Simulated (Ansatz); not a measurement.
Amorphous In$_{9}$Ga$_{9}$Zn$_{9}$O$_{37}$Ca, 65 atoms at 5.83 g/cm³, one PBE-relaxed geometry, zone centre. Methods: PBE, scalar-relativistic without spin-orbit coupling (Ansatz, an electronic-structure program); r2SCAN, scalar-relativistic without spin-orbit coupling (Ansatz); HSE06, scalar-relativistic without spin-orbit coupling (Ansatz). Plane waves to 420 eV (r2SCAN 500 eV); exact exchange is cut at the cell's faces. All rungs ran without spin polarisation.

A CHGNet melt-quench gave the starting glass, which DFT then relaxed. O atoms were pushed apart under 1.9 Å during the dynamics, to hinder bonds among them. The hot cell started wider than the set density and was brought back towards it in steps. It is the lowest in DFT energy of 2 quenches. It is a model cell: composition and starting density were chosen by hand, and all elements were melted together. No dispersion term was used. Its density started from a set value of 5.81 and ended at 5.83 g/cm³. Cooling (nominally 210 K/ps over its main leg) ran many orders faster than in experiment, which tends to leave more defects and strain. A cell of this size samples the disorder only roughly. Volume and shape were free in the relaxation.

The relaxation ran on the zone centre alone. At PBE the gap is 0.94 eV on a 2×2×2 Γ-centred mesh, and the spacing at the zone centre alone 0.96 eV.

### Question
What zone-centre spacing does r2SCAN give, roughly?

### Answer
1.40 eV (+0.44 eV against PBE).

### Question
What zone-centre spacing does HSE06 give, roughly?

### Answer
2.49 eV (+1.53 eV against PBE).

The highest filled and the lowest empty state spread over these numbers of atoms (participation numbers): PBE: 13.9 and 61.1; r2SCAN: 11.7 and 60.5; HSE06: 11.7 and 60.2.
